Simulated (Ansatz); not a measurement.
Take BN in the zinc blende structure (space group F-43m, No. 216) as the base.

```xyz
2
Lattice="0.0000 1.8049 1.8049 1.8049 0.0000 1.8049 1.8049 1.8049 0.0000" Properties=species:S:1:pos:R:3 pbc="T T T"
B      0.0000     0.0000     0.0000
N      0.9024     0.9024     0.9024
```

Cartesian axes are those of the cell as printed.

All numbers come from r2SCAN, PAW, 500 eV (Ansatz, a quantum-chemistry and plane-wave program; no spin-orbit coupling).

Strains are applied to the cell and any free atomic positions relax.

One change was made to it. Results:

| quantity | base | after |
|---|---|---|
| valence-band top at Γ (three highest levels, from the VBM) | 0.00, 0.00, 0.00 eV | 0.00, -0.20, -0.20 eV |
| energy relative to the base (free energy F) | 0 meV/atom | +6.1 meV/atom |

Task: What was done to the base?
(A) uniaxial strain ε_zz = −1.00 %
(B) uniaxial strain ε_zz = −2.00 %
(C) uniaxial strain ε_zz = −3.00 %
(D) uniaxial strain ε_zz = −0.50 %
(E) uniaxial strain ε_zz = −1.50 %

Result: B, uniaxial strain ε_zz = −2.00 %. For comparison, the valence-band top at Γ in the other runs: uniaxial strain ε_zz = −1.50 % gives 0.00, -0.15, -0.15 eV; uniaxial strain ε_zz = −1.00 % gives 0.00, -0.10, -0.10 eV; uniaxial strain ε_zz = −0.50 % gives 0.00, -0.05, -0.05 eV; uniaxial strain ε_zz = −3.00 % gives 0.00, -0.30, -0.30 eV.

The levels and masses belong to the bands next to the band gap. No phonon test of stability was made.
